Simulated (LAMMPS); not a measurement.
Molecular dynamics of a melt made from Ni (fcc), 256 atoms, at 2250 K and 2 GPa, brought to that temperature within a few picoseconds.

Method: MD with a machine-learned potential, pair style snap, file Ni_Zuo_JPCA2020.snap (LAMMPS).

| frequency (THz) | vibrational (phonon) density of states (1/THz) |
|---|---|
| 0.09250 | 0.0723 |
| 0.4635 | 0.0714 |
| 0.8345 | 0.0728 |
| 1.206 | 0.0782 |
| 1.576 | 0.0850 |
| 1.947 | 0.0898 |
| 2.317 | 0.0957 |
| 2.689 | 0.0992 |
| 3.059 | 0.1041 |
| 3.431 | 0.1077 |
| 3.801 | 0.1097 |
| 4.172 | 0.1079 |
| 4.543 | 0.1090 |
| 4.913 | 0.1127 |
| 5.284 | 0.1101 |
| 5.655 | 0.1071 |
| 6.026 | 0.1074 |
| 6.397 | 0.1056 |
| 6.768 | 0.1037 |
| 7.139 | 0.1020 |
| 7.510 | 0.1000 |
| 7.880 | 0.0947 |
| 8.251 | 0.0871 |
| 8.622 | 0.0773 |
| 8.992 | 0.0670 |
| 9.364 | 0.0559 |
| 9.735 | 0.0471 |
| 10.11 | 0.0395 |
| 10.48 | 0.0329 |
| 10.85 | 0.0273 |
| 11.22 | 0.0219 |
| 11.59 | 0.0173 |
| 11.96 | 0.0143 |
| 12.33 | 0.0118 |
| 12.70 | 0.0099 |
| 13.07 | 0.0082 |
| 13.44 | 0.0070 |
| 13.81 | 0.0060 |
| 14.18 | 0.0051 |
| 14.56 | 0.0044 |
| 14.93 | 0.0039 |
| 15.30 | 0.0033 |
| 15.67 | 0.0028 |
| 16.04 | 0.0024 |
| 16.41 | 0.0021 |
| 16.78 | 0.0019 |
| 17.15 | 0.0016 |
| 17.52 | 0.0014 |
| 17.89 | 0.0012 |
| 18.26 | 0.0010 |

The data show:
- state found: liquid
- mean frequency of the vibrational (phonon) density of states: 5.5 THz

Caution: a run this short can hold a crystal over, or a liquid under, the potential's own melting point, which these runs don't give.
